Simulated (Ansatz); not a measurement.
**AlRu, pressure series**

Take AlRu in the CsCl type structure (space group Pm-3m, No. 221; a = 3.004 Å) as the base.

Cell and atoms are relaxed at each pressure.

Level of theory: Kohn–Sham DFT with the PBE functional, run in Ansatz (a program for electronic structure) with PAW and 420 eV plane waves, spin-orbit coupling left out.

```
P (GPa)  V (Å³/atom)
-------  -----------
-2.00         13.687
-1.00         13.618
0.30          13.530
0.70          13.504
1.50          13.452
2.99          13.358
4.99          13.238
7.49          13.096
9.99          12.961
```

Question: Fit a third-order Birch–Murnaghan equation of state.

Answer: Least squares on P(V) = (3B₀/2)[(V₀/V)^(7/3) − (V₀/V)^(5/3)]·[1 + (3/4)(B₀′ − 4)((V₀/V)^(2/3) − 1)] gives V₀ = 13.55 Å³/atom, B₀ = 204 GPa and B₀′ = 4.4.

Load acts through the strain it causes; cell and atoms are relaxed under it. Whether these cells are dynamically stable was not tested. No other phases were tried under pressure. The final runs are not spin-polarised.
